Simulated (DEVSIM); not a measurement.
Device: Au/Si3N4/p-Si capacitor, at 300 K.

Layer 1 from the left is Si3N4, thickness (nm) 4.00. Layer 2 from the left is Si, thickness (nm) 11000, Na (cm⁻³) 2.6e15.

Metal gate on the left, work function 5.1 eV. Fixed charge at the semiconductor interface -1.3e11 cm⁻² (in units of +e); no interface traps.

The device is made up for the run: typed textbook-type constants, with dimensions and the other settings drawn at random. Values at 300 K.

Si3N4: gap (eV) 5.1, affinity (eV) 2.1, permittivity 7.5. Si: gap (eV) 1.124, affinity (eV) 4.05, permittivity 11.7, Nc (cm⁻³) 2.86e19, Nv (cm⁻³) 3.1e19.

Question: Estimate by hand the flat-band voltage, the threshold voltage, and compare with a numerical solution.

Answer: 
- Flat-band voltage: C = 1.66 μF/cm², work-function difference 0.169 V; VFB = φms − qNf/C = 0.18 V; numerical 0.18 V.
- Threshold voltage: φF = 0.320 V, depletion charge √(4εqNφF) = 2.35e-8 C/cm²; VT = VFB + 2φF + Qd/C = 0.84 V; numerical 0.84 V.

DEVSIM, 1D Poisson equation in equilibrium, Boltzmann statistics, complete ionisation; no quantum confinement or tunnelling. Metal contacts follow the ideal Schottky-Mott rule: no Fermi-level pinning, no interface dipoles.
